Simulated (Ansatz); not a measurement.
# Thickness series in CdTe

The reference is CdTe in the zinc blende structure (space group F-43m, No. 216; a = 6.5576 Å). Axes: x, y, z lie along the cube axes.

Free-standing slabs (2 atom(s) a layer) normal to [110] with 15 Å of vacuum; in-plane cell held at bulk.

Calculations: plane-wave PAW DFT at the r2SCAN level (Ansatz, a quantum-chemistry and plane-wave program, 500 eV), spin-orbit coupling left out.

Candidates:
(a) 5 layers
(b) 3 layers
(c) 2 layers
(d) 4 layers
(e) 7 layers

Base values:

```
Quantity   Result
--------  -------
Band gap  1.17 eV
```

Order them by band gap, highest first.

(c) 2 layers (2.38 eV), (b) 3 layers (1.91 eV), (d) 4 layers (1.86 eV), (a) 5 layers (1.73 eV), (e) 7 layers (1.58 eV)

Spin-orbit coupling, missing from the scalar runs, can matter with Te. No phonon test of stability was made.
